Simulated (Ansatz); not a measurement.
## SnSe2, response to strain

Base system: SnSe2 in the CdI2 type structure (space group P-3m1, No. 164; a = 3.840 Å, c = 6.006 Å; layered, stacked along the Cartesian z axis). Axes: x lies along a and z along c of the hexagonal cell.

Strains are applied to the cell and any free atomic positions relax; under biaxial strain the out-of-plane vector relaxes too.

The values are results of DFT with PBE-D3(BJ), PAW potentials and a 420 eV plane-wave cutoff in Ansatz (a program for electronic structure), no spin-orbit coupling, not measurements.

Computed cases, in order: the unstrained base; biaxial strain +0.13 %, plane normal [001], relaxed out of plane; biaxial strain +1.02 %, plane normal [001], relaxed out of plane; biaxial strain +1.53 %, plane normal [001], relaxed out of plane; biaxial strain +3.73 %, plane normal [001], relaxed out of plane.

Between which two neighbouring cases does the band gap open or close?

Between biaxial strain +1.53 %, plane normal [001], relaxed out of plane (0.21 eV) and biaxial strain +3.73 %, plane normal [001], relaxed out of plane (zero). The whole series: the unstrained base: 0.36 eV; biaxial strain +0.13 %, plane normal [001], relaxed out of plane: 0.35 eV; biaxial strain +1.02 %, plane normal [001], relaxed out of plane: 0.26 eV; biaxial strain +1.53 %, plane normal [001], relaxed out of plane: 0.21 eV; biaxial strain +3.73 %, plane normal [001], relaxed out of plane: zero.

A case with no gap was solved on a k-mesh chosen for an insulator, which is coarse for it. No phonon test of stability was made. All final runs are without spin polarisation. The zero or small gap of SnSe2 under biaxial strain +1.02 %, plane normal [001], relaxed out of plane, SnSe2 under biaxial strain +1.53 %, plane normal [001], relaxed out of plane and SnSe2 under biaxial strain +3.73 %, plane normal [001], relaxed out of plane can change with the level of theory.
